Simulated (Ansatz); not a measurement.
**AlN, response to strain**

Take AlN in the rock salt structure (space group Fm-3m, No. 225; a = 4.045 Å; a cell from a computed database, its experimental status unchecked) as the base. Axes: x, y, z lie along the cube axes.

Strains are applied to the cell and any free atomic positions relax; under biaxial strain the out-of-plane vector relaxes too.

The values are results of Ansatz (a program for electronic structure), PBEsol, PAW, cutoff 420 eV, no SOC, not measurements.

Candidates:
(a) isotropic strain −1.17 %
(b) biaxial strain −4.14 %, plane normal [001], relaxed out of plane
(c) uniaxial strain ε_yy = +5.02 %
(d) tensor shear ε_yz = +0.74 %
(e) tensor shear ε_xy = −2.89 %

For the base:

```
Property    Value
--------  -------
Band gap  4.55 eV
```

Order them by band gap, highest first.

(a) isotropic strain −1.17 % (4.89 eV), (b) biaxial strain −4.14 %, plane normal [001], relaxed out of plane (4.56 eV), (d) tensor shear ε_yz = +0.74 % (4.36 eV), (c) uniaxial strain ε_yy = +5.02 % (3.76 eV), (e) tensor shear ε_xy = −2.89 % (3.44 eV)

Whether these cells are dynamically stable was not tested. This is not the structure that AlN has at room temperature and ambient pressure.
